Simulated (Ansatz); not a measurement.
The parent structure is YMn6Sn6 (space group P6/mmm, No. 191; ferromagnetic; a cell from a computed database, its experimental status unchecked).

```yaml
crystal:
  lattice:
    - [5.37100, 0.00000, 0.00000]
    - [-2.68550, 4.65142, 0.00000]
    - [0.00000, 0.00000, 8.84398]
  atoms:
    - { symbol: Y, position: [0.00000, 0.00000, 0.00000] }
    - { symbol: Mn, position: [0.50000, 0.00000, 0.75171] }
    - { symbol: Mn, position: [0.50000, 0.00000, 0.24829] }
    - { symbol: Mn, position: [0.50000, 0.50000, 0.75171] }
    - { symbol: Mn, position: [0.50000, 0.50000, 0.24829] }
    - { symbol: Mn, position: [0.00000, 0.50000, 0.75171] }
    - { symbol: Mn, position: [0.00000, 0.50000, 0.24829] }
    - { symbol: Sn, position: [0.33333, 0.66667, 0.50000] }
    - { symbol: Sn, position: [0.66667, 0.33333, 0.50000] }
    - { symbol: Sn, position: [0.33333, 0.66667, 0.00000] }
    - { symbol: Sn, position: [0.66667, 0.33333, 0.00000] }
    - { symbol: Sn, position: [0.00000, 0.00000, 0.33355] }
    - { symbol: Sn, position: [0.00000, 0.00000, 0.66645] }
```

Cartesian axes are those of the cell as printed.

Calculations: PBEsol/PAW in Ansatz (a program for electronic structure), without spin-orbit coupling.

Before the change:

The pressure is 0.0 GPa and the volume per atom is 17.00 Å³.

Now apply this change: tensile biaxial strain of 3.69 % in the plane normal to [001], as in epitaxy on a mismatched substrate; the out-of-plane cell vector and the atoms relax.

Q: Predict the new pressure and volume per atom.

A: The pressure (mean of the normal stresses, compression positive) goes from zero to -5.9 GPa; the volume per atom grows by 1.02 Å³, from 17.00 Å³ to 18.02 Å³.

Other magnetic orders, which the real material may have, were not ruled out. Without a gap, meshes like the base's 8×8×5 leave anisotropic stresses uncertain by several tenths of a GPa, and small strain energies with them. No phonon test of stability was made.
